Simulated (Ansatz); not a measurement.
Take BaZrO3 (space group I4/mcm, No. 140; a = 5.897 Å, c = 8.380 Å; a cell from a computed database, its experimental status unchecked) as the base.

Computed with PBEsol (Ansatz, a first-principles code, PAW, spin-orbit coupling left out).

Before the change:

Width of the top valence band: 0.48 eV
Volume per atom: 14.57 Å³
Band gap: 3.26 eV

One thing is altered: a hydrostatic pressure of 0.7 GPa.

### Question
How does this affect the width of the top valence band, volume per atom and band gap?

### Answer
The width of the top valence band is still 0.48 eV; the volume per atom decreases by 0.06 Å³ (14.57 Å³ → 14.51 Å³); the band gap grows by 0.011 eV, from 3.26 eV to 3.28 eV.

Load acts through the strain it causes; cell and atoms are relaxed under it. Stability against distortions was not tested.
